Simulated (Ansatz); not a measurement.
The parent structure is SiS$_{2}$ (space group I-42d, No. 122; a = 5.555 Å, c = 8.696 Å). Axes: x, y, z lie along a, b, c of the conventional cell.

Levels (all Ansatz, a first-principles code, PAW): r2SCAN (500 eV, spin-orbit coupling left out); HSE06 (420 eV, spin-orbit coupling left out).

Its gap is 3.54 eV with r2SCAN and 4.20 eV with HSE06.

The change: compressive biaxial strain of 1.71 % in the plane normal to [001], as in epitaxy on a mismatched substrate; the out-of-plane cell vector and the atoms relax.

With r2SCAN the gap becomes 3.43 eV.

Question: If the HSE06 correction stayed the same, what would the HSE06 gap be, and what does the HSE06 run give?

Answer: A rigid correction of +0.66 eV gives 4.09 eV. The HSE06 run gives 4.09 eV, so the two effects roughly add.

Single points use the geometry relaxed with r2SCAN. The hybrid gap comes from the SCF mesh plus the semilocal run's edge points and a few special points and is an upper bound. No phonon test of stability was made.
